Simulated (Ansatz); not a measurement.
The reference is PtTe2 (space group P-3m1, No. 164; a = 4.052 Å, c = 5.096 Å; layered).

Calculations: PBE-D3(BJ) in Ansatz (plane waves to 420 eV, PAW, without spin-orbit coupling).

Free-standing slabs (3 atom(s) a layer) normal to the stacking axis with 15 Å of vacuum; in-plane cell relaxed.

One change was made to it. Results:

| quantity | base | after |
|---|---|---|
| excess energy per area of both faces (slab less bulk energy over the cell's area: twice a surface energy) (uncertain by up to 0.1 J/m²) | – | 0.9 J/m² |
| in-plane lattice parameter a | 4.052 Å | 4.033 Å |
| shortest interatomic distance | 2.706 Å | 2.692 Å |

Q: Name the change that was made.
(A) 2 layers
(B) 1 layer
(C) 4 layers

A: C, 4 layers. For comparison, the in-plane lattice parameter a in the other runs: 2 layers gives 4.010 Å; 1 layer gives 3.973 Å.

Slab and bulk use different k-meshes, which limits the precision of the excess energy. Stability against distortions was not tested. The final runs are not spin-polarised.

Ansatz is a quantum-chemistry and plane-wave program.
